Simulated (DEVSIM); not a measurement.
Device: abrupt Si n-p junction, at 300 K.

| layer (left to right) | material | thickness (μm) | Nd (cm⁻³) | Na (cm⁻³) | τn (s) | τp (s) |
|---|---|---|---|---|---|---|
| 1 | Si | 21.0 | 1.3e16 | - | 0.00057 | 0.00057 |
| 2 | Si | 1.80 | - | 9.9e14 | 0.00057 | 0.00057 |

Left contact: ohmic. Right contact: ohmic. Voltage is applied to the left contact. Recombination: SRH at mid-gap, Auger. Mobility is constant in doping.

Constants are typed, rounded textbook-type inputs, not results; the design itself was drawn at random and stands for no fabricated device. Values at 300 K.

| parameter | Si |
|---|---|
| gap (eV) | 1.124 |
| affinity (eV) | 4.05 |
| permittivity | 11.7 |
| Nc (cm⁻³) | 2.86e19 |
| Nv (cm⁻³) | 3.1e19 |
| μn (cm²/Vs) | 1417 |
| μp (cm²/Vs) | 470 |
| Cn (cm⁶/s) | 2.8e-31 |
| Cp (cm⁶/s) | 9.9e-32 |

Model (solved in DEVSIM): 1D drift-diffusion, Boltzmann statistics, complete ionisation; no tunnelling, impact ionisation, image-force lowering or self-heating.

Problem. Give the dark reverse current.

Solution. 
```
V (V)  J (A/cm²)
-----  ---------
0.40      1.0e-8
1.00      1.7e-8
2.00      5.7e-8
3.00      1.6e-7
4.00      2.8e-7
6.00      5.4e-7
8.00      8.0e-7
10.00     1.0e-6
13.00     1.4e-6
16.00     1.8e-6
20.00     2.2e-6
```
